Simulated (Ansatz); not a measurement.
Sc$_{2}$AlSi$_{2}$ (P4/mbm): band-structure transport figures

Input:

```yaml
crystal:
  lattice:
    - [6.54819, 0.00000, 0.00000]
    - [0.00000, 6.54819, 0.00000]
    - [0.00000, 0.00000, 3.96101]
  atoms:
    - { symbol: Sc, position: [0.67539, 0.82461, 0.50000] }
    - { symbol: Sc, position: [0.32461, 0.17539, 0.50000] }
    - { symbol: Sc, position: [0.17539, 0.67539, 0.50000] }
    - { symbol: Sc, position: [0.82461, 0.32461, 0.50000] }
    - { symbol: Al, position: [0.00000, 0.00000, 0.00000] }
    - { symbol: Al, position: [0.50000, 0.50000, 0.00000] }
    - { symbol: Si, position: [0.87331, 0.62669, 0.00000] }
    - { symbol: Si, position: [0.12669, 0.37331, 0.00000] }
    - { symbol: Si, position: [0.37331, 0.87331, 0.00000] }
    - { symbol: Si, position: [0.62669, 0.12669, 0.00000] }
```

Calculation: PBEsol, rigid bands (plane waves, PAW, scalar-relativistic; Ansatz, a program for electronic structure). How the cell was made: cell and atoms relaxed with PBEsol.

The density of states at the Fermi level comes out as 3.35 states/(eV·cell), both spins. The bare Sommerfeld coefficient is 0.79 mJ/(mol of atoms·K²) and the drude plasma energy is 3.2 (x), 3.2 (y), 3.3 (z) eV. The root-mean-square Fermi velocity is 4.5e5 m/s. The resistivity times τ comes out as 47 (x), 47 (y), 44 (z) ×10⁻²² Ω·m·s.

A metal at this level (no band gap); rigid bands, thermally averaged at 300 K, both spins. Spin-orbit coupling is left out. τ is one relaxation time for all states.

Computed structure with no diffraction record at hand here (it may be known, metastable or hypothetical): Sc2AlSi2 (P4/mbm).
